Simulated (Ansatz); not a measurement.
AlB2-type YGa2, treated with LDA (Ansatz, a program for electronic structure, PAW).

Settings: plane-wave cutoff 520 eV, 18×18×14 k mesh (along the axes of the cell as run), Fermi–Dirac smearing 0.05 eV, scalar-relativistic PAW data made under PBE.

Cell (relaxed at this level):

```
CELL_PARAMETERS angstrom
      4.11883     0.00000     0.00000
     -2.05941     3.56701     0.00000
      0.00000     0.00000     3.98777
ATOMIC_POSITIONS crystal
  Y  0.00000 0.00000 0.00000
  Ga 0.33333 0.66667 0.50000
  Ga 0.66667 0.33333 0.50000
```

Q: Give the computed bulk modulus.

A: 
- bulk modulus = 84.0 GPa

The run finds no gap.

Note: the bulk modulus is −V dP/dV from two relaxed cells at ±2 % in volume; the volume lies 7 % below that of the published cell.

Static lattice: no zero-point or thermal effects.

Computing time: about 110 core-seconds (a rough figure).
